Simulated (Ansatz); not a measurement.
Consider interstitial N in beta Si3N4, charge state -1. The step: a concerted move, in which N travels most; the atom moves 0.96 Å along (0.03, -0.10, 0.14) of the unit cell; the moving atom starts with neighbours N at 1.59; Si at 1.75, Si at 1.86, Si at 2.00 Å and ends with N at 1.56; Si at 1.67, Si at 1.77 Å. A PBE band in Ansatz (plane-wave PAW, the Γ point alone, 84 host sites, 52 SCF runs with any check of the saddle's order, static, no finite-size correction) gives a forward barrier of 0.28 eV. The saddle point's order was not checked. The charge state is imposed; whether it is stable for some Fermi level was not computed. Sites that were not tried may lie lower.

Single points at the band's start and saddle point can refine it. Rough cost of one point, in units of the band's mean SCF on the same machine:

| Level | Cost of one point |
|---|---|
| PBE, a 2×2×2 k-point mesh shifted by half a step along c | about 7 |
| r2SCAN at 500 eV, the Γ point alone | about 4 |

Question: Which of these move the barrier by more than 0.1 eV, and how far does each move it?

Answer: Not one does. PBE, a 2×2×2 k-point mesh shifted by half a step along c: +0.02 eV; r2SCAN at 500 eV, the Γ point alone: -0.01 eV. Each functional is compared with PBE at the same k-points.

Ansatz is a first-principles code.
